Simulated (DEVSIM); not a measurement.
Structure: Ni/Si3N4/SiO2/p-Si capacitor, at 300 K.

| layer (left to right) | material | thickness (nm) | Na (cm⁻³) |
|---|---|---|---|
| 1 | Si3N4 | 25.0 | - |
| 2 | SiO2 | 1.30 | - |
| 3 | Si | 4500 | 1.6e16 |

Metal gate on the left, work function 5.1 eV. Fixed charge at the semiconductor interface -8.4e11 cm⁻² (in units of +e); no interface traps.

Constants are typed, rounded textbook-type inputs, not results; the design itself was drawn at random and stands for no fabricated device. Values at 300 K.

```csv
parameter,Si3N4,SiO2,Si
gap (eV),5.1,9,1.124
affinity (eV),2.1,0.9,4.05
permittivity,7.5,3.9,11.7
Nc (cm⁻³),-,-,2.86e19
Nv (cm⁻³),-,-,3.1e19
```

Model (solved in DEVSIM): 1D Poisson equation in equilibrium, Boltzmann statistics, complete ionisation; no quantum confinement or tunnelling. Metal contacts follow the ideal Schottky-Mott rule: no Fermi-level pinning, no interface dipoles.

The interface trap density was swept, all else fixed.

```tsv
interface trap density (cm^-2 eV^-1)	minimum of the low-frequency capacitance (μF/cm²)	threshold voltage (band bending 2φF) (V)	flat-band voltage (V)
0	0.0404	1.67	0.68
1e10	0.0416	1.68	0.68
1e11	0.0505	1.71	0.67
3e11	0.0689	1.79	0.65
1e12	0.112	2.07	0.58
2e12	0.146	2.46	0.49
```

From the first row to the last the minimum of the low-frequency capacitance goes from 0.0404 to 0.146. From the first row to the last the threshold voltage (band bending 2φF) goes from 1.67 to 2.46.
